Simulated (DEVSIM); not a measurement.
System: abrupt Si n-p junction, at 300 K.

```tsv
layer (left to right)	material	thickness (μm)	Nd (cm⁻³)	Na (cm⁻³)	τn (s)	τp (s)
1	Si	15.0	1.3e15	-	2.6e-6	2.6e-6
2	Si	25.0	-	1.6e17	2.6e-6	2.6e-6
```

Left contact: ohmic. Right contact: ohmic. Voltage is applied to the left contact. Recombination: SRH at mid-gap, radiative, Auger. Mobility is constant in doping.

This is a model device: material constants are rounded textbook-type values typed into the input, and sizes, dopings and lifetimes were drawn at random. Values at 300 K; Nc and Nv go as T^1.5, mobilities as T to minus their exponent, the gap by Varshni's rule with the affinity fixed.

| parameter | Si |
|---|---|
| gap (eV) | 1.124 |
| affinity (eV) | 4.05 |
| permittivity | 11.7 |
| Nc (cm⁻³) | 2.86e19 |
| Nv (cm⁻³) | 3.1e19 |
| μn (cm²/Vs) | 1417 |
| μp (cm²/Vs) | 470 |
| T exponent of μn | 2.3 |
| T exponent of μp | 2.2 |
| B (cm³/s) | 4.7e-15 |
| Cn (cm⁶/s) | 2.8e-31 |
| Cp (cm⁶/s) | 9.9e-32 |
| Varshni α (eV/K) | 0.000473 |
| Varshni β (K) | 636 |

Simulated with DEVSIM: 1D drift-diffusion, Boltzmann statistics, complete ionisation; no tunnelling, impact ionisation, image-force lowering or self-heating.

The temperature was swept, all else fixed.

```
temperature (K)  dark forward voltage at 100 A/cm² (V)  largest field in the device at zero bias (V/cm)  potential step across the device at zero bias (V)  dark forward voltage at 1 A/cm² (V)
---------------  -------------------------------------  -----------------------------------------------  -------------------------------------------------  -----------------------------------
250                                              0.866                                            25000                                              0.819                                0.703
300                                              0.799                                            26000                                              0.729                                0.597
350                                              0.733                                            26000                                              0.636                                0.488
400                                              0.666                                            27000                                              0.540                                0.378
450                                         (withheld)                                            28000                                              0.442                           (withheld)
500                                              0.532                                            29000                                              0.343                                0.155
```

**Question.** What belongs in the gaps?

**Answer.** 
- 450, dark forward voltage at 100 A/cm² (V): 0.598
- 450, dark forward voltage at 1 A/cm² (V): 0.266
